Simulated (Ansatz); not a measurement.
1T (CdI2-type) CaI₂, treated with r²SCAN (plane waves, PAW; Ansatz, an electronic-structure program).

Run with plane-wave cutoff 500 eV, 12×12×6 k mesh (along the axes of the cell as run), Fermi–Dirac smearing 0.05 eV, scalar-relativistic PAW data made under PBE.

Cell (relaxed at this level):

```cif
data_CaI2
_chemical_formula_sum 'Ca1 I2'
_space_group_name_H-M_alt 'P-3m1'
_space_group_IT_number 164
_space_group_name_Hall '-P 3 2"'
_cell_length_a 4.51725
_cell_length_b 4.51725
_cell_length_c 7.24634
_cell_angle_alpha 90.000
_cell_angle_beta 90.000
_cell_angle_gamma 120.000
loop_
_atom_site_label
_atom_site_type_symbol
_atom_site_symmetry_multiplicity
_atom_site_Wyckoff_symbol
_atom_site_fract_x
_atom_site_fract_y
_atom_site_fract_z
_atom_site_occupancy
Ca1 Ca 1 a 0.00000 0.00000 0.00000 1
I1 I 2 d 0.33333 0.66667 0.24323 1
```

### Question
What does this level give for the band gap?

### Answer

- band gap = 4.15 eV (on the SCF k mesh)

Note: the cell comes from a level without a dispersion term, which matters for the spacing of layers, chains or molecules; the volume lies 6 % above that of the published cell; the cell has widely spaced layers and the level no dispersion term, so their spacing and the moduli can rest on weak binding.

Spin–orbit coupling is not included; with these elements it can move the gap by several tenths of an eV or more.

Static lattice: no zero-point or thermal effects.

Computing time: about 2.9 core-minutes (a rough figure).
